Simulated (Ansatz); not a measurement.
## Si, response to strain

Take Si in the diamond structure (space group Fd-3m, No. 227; a = 5.402 Å) as the base. Axes: x, y, z lie along the cube axes.

Strains are applied to the cell and any free atomic positions relax; under biaxial strain the out-of-plane vector relaxes too.

All numbers come from Ansatz (an electronic-structure program), LDA, PAW, cutoff 420 eV, scalar-relativistic without spin-orbit coupling.

Notes on the quantities. energy relative to the base: free energy F.

```tsv
biaxial strain, plane normal [111], relaxed out of plane (%)	energy relative to the base (meV/atom)
-2.5	17.7
-2.08	12.2
-1.67	7.8
-1.25	?
-0.83	1.9
-0.42	0.5
0	0.0
```

Task: Fit ΔE = Aε² + Bε³ (ε in %) to the rows shown and predict the withheld row.

Result: Least squares on the printed values gives A = 2.74 and B = -0.039 meV/atom (largest residual 0.0 meV/atom); this predicts 4.4 meV/atom, and the run gives 4.3 meV/atom, in agreement.

Stability against distortions was not tested.
